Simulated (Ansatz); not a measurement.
# By hand: surface energy of the Si(111) slab with 2 F, the mean of its two faces, with the listed reservoirs for the atoms in excess

This concerns the surface energy of the Si(111) slab with 2 F, the mean of its two faces, with the listed reservoirs for the atoms in excess. Reaction: 12 Si (diamond) + F2 (gas) → cell A.

A: a slab of Si (diamond, Fd-3m) cut along (111), 14 atoms, hexagonal cell of 3.87 Å (13.0 Å²), symmetry P-3m1 within 0.02 Å, 19.8 Å thick under 16 Å of vacuum, in-plane vectors held at the crystal's; planes from bottom to top: F | Si × 12 | F; added, foreign or displaced atoms, above the top plane and below the bottom plane: two times F bound to 1 Si at 1.62 Å; spin state with PBE: run without spin.

Setting: static, neutral cells in Ansatz (PAW) whose structures rest at the PBE level. Ansatz (a program for electronic structure) runs with its PAW set soft_1. Other levels take these structures. The lattices are those relaxed with PBE, so at other levels the solids can be strained, which adds to the spread. A dispersion term (D3(BJ), or D4 for r2SCAN) was computed beside these levels and is taken off wherever the name lacks it. Space groups of crystals are read within 0.01 Å. Cell A has symmetry P-3m1 within 0.02 Å and got no random move, so less symmetric positions, which may lie lower, weren't tried.

Total energies of the cells in eV, at zero smearing width. They compare only within one column; the weights balance every element.

```csv
cell,atoms,weight,PBE,LDA
A: Si(111) slab with 2 F,14,+1,-9247.89219,-8892.35797
Si (diamond),2,−6,-1271.62209,-1217.28276
F2 (gas),2,−1,-1611.20111,-1581.39104
```

PBE: (-9247.89219) − 6 × (-1271.62209) − (-1611.20111) = -6.9585 eV; dividing by 2 × 12.955 Å² and converting at 16.022 J/m² per eV/Å² gives -4.30 J/m².

LDA: (-8892.35797) − 6 × (-1217.28276) − (-1581.39104) = -7.2704 eV; dividing by 2 × 12.955 Å² and converting at 16.022 J/m² per eV/Å² gives -4.50 J/m².
